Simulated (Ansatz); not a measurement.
Seebeck coefficient (μV/K, mean over directions) of p-type InSe (R3m) against carrier density, PBEsol+D3BJ with spin-orbit coupling, rigid bands (Ansatz, a program for electronic structure). Computed gap 0.31 eV; densities at which minority carriers matter at this gap, or further valleys turn the trend, are left out. Conductivity mass 0.23 mₑ (harmonic mean over directions), N_v = 1.7e19 cm⁻³ at 300 K.

| hole density | 300 K |
|---|---|
| 1e18 cm⁻³ | [?] |
| 3e18 cm⁻³ | 366 |
| 1e19 cm⁻³ | 265 |
| 3e19 cm⁻³ | [?] |
| 1e20 cm⁻³ | 94 |
| 3e20 cm⁻³ | [?] |
| 1e21 cm⁻³ | 21 |

Question: Some entries are withheld; supply them.

Answer: 
- 1e18 cm⁻³, 300 K: 460
- 3e19 cm⁻³, 300 K: 178
- 3e20 cm⁻³, 300 K: 46

Rigid bands with a gap fixed in temperature, one relaxation time for all states, no polarons or phonon drag, and whether or not such doping can be reached. Geometry: cell and atoms relaxed with PBEsol+D3(BJ).

Formula and space group known from diffraction (Crystallography Open Database), not checked to be the room-temperature form: InSe (R3m). PBEsol with a dispersion correction tends to overbind, so the cell can be several per cent short, in bad cases over ten, which usually narrows a gap: InSe (R3m).
